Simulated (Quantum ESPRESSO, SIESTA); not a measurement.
A SIESTA input for a self-consistent single point of Fe (Im-3m, 1 atom in the cell) (DFT, GGA PBE, numerical atomic orbitals DZP, PseudoDojo PBE standard norm-conserving potentials (rewritten from UPF to PSML)):

```
# files in the folder: Fe.psml (PseudoDojo PBE standard)
SystemName  Fe
SystemLabel siesta

NumberOfAtoms                1
NumberOfSpecies              1
%block ChemicalSpeciesLabel
  1 26 Fe
%endblock ChemicalSpeciesLabel
LatticeConstant              1.0 Bohr
%block LatticeVectors
    -2.617144071    2.617144071    2.617144071
     2.617144071   -2.617144071    2.617144071
     2.617144071    2.617144071   -2.617144071
%endblock LatticeVectors
AtomicCoordinatesFormat      ScaledCartesian
%block AtomicCoordinatesAndAtomicSpecies
     0.000000000    0.000000000    0.000000000  1
%endblock AtomicCoordinatesAndAtomicSpecies

XC.functional                GGA
XC.authors                   PBE
PAO.BasisSize                DZP
PAO.EnergyShift              0.005 Ry
MeshCutoff                   400 Ry
%block kgrid.MonkhorstPack
   16   0   0  0.0
    0  16   0  0.0
    0   0  16  0.0
%endblock kgrid.MonkhorstPack
OccupationFunction           FD
ElectronicTemperature        1160.45 K
Spin                         polarized
%block DM.InitSpin
  1 +4.00
%endblock DM.InitSpin

MaxSCFIterations             150
SCF.Mixer.Method             Pulay
SCF.Mixer.Weight             0.1
SCF.Mixer.History            6
SCF.DM.Tolerance             1.0E-05
Diag.ParallelOverK           true
WriteForces                  true
Charge.Mulliken              end
```

Task: Translate this input to Quantum ESPRESSO.

Result: One input that does it (others would too):

```fortran
&CONTROL
   calculation = 'scf'
   prefix = 'pwscf'
   outdir = './work'
   pseudo_dir = './'
   tprnfor = .true.
   tstress = .true.
/
&SYSTEM
   ibrav = 3
   A = 2.7698660000
   nat = 1
   ntyp = 1
   ecutwfc = 55
   ecutrho = 330
   occupations = 'smearing'
   smearing = 'fd'
   degauss = 0.0073499
   nspin = 2
   starting_magnetization(1) = 0.500
/
&ELECTRONS
   conv_thr = 1.0e-11
   mixing_beta = 0.4
/
ATOMIC_SPECIES
Fe    55.8450  Fe.pbe-n-kjpaw_psl.1.0.0.UPF
ATOMIC_POSITIONS {crystal}
Fe    0.0000000000    0.0000000000    0.0000000000
K_POINTS {automatic}
16 16 16  0 0 0
```

Basis settings and potentials, where a program has them, do not carry over. This input uses DFT, PBE, plane waves, PSlibrary PAW (PBE) pseudopotentials. Both were run: pressure 13.40 GPa in SIESTA and 15.00 in Quantum ESPRESSO; size of the net moment 2.13 μB/atom in SIESTA and 2.04 in Quantum ESPRESSO.

On Quantum ESPRESSO: the starting cell comes from a database of computed structures (which also holds hypothetical and non-ambient phases and stackings), without a prior relaxation at this level. Its lattice was rescaled by a random factor within 2.5 % of one. For this run, on top of that: lattice scaled by 0.98. With one magnetic atom in the cell only a parallel order is possible. With a pressure of about 15 GPa the cell is away from its equilibrium volume at this level.

On SIESTA: the starting cell comes from a database of computed structures (which also holds hypothetical and non-ambient phases and stackings), without a prior relaxation at this level. Its lattice was rescaled by a random factor within 2.5 % of one. For this run, on top of that: lattice scaled by 0.98. With one magnetic atom in the cell only a parallel order is possible. Values carry the incompleteness of an atom-centred basis. With a pressure of about 13 GPa the cell is away from its equilibrium volume at this level.
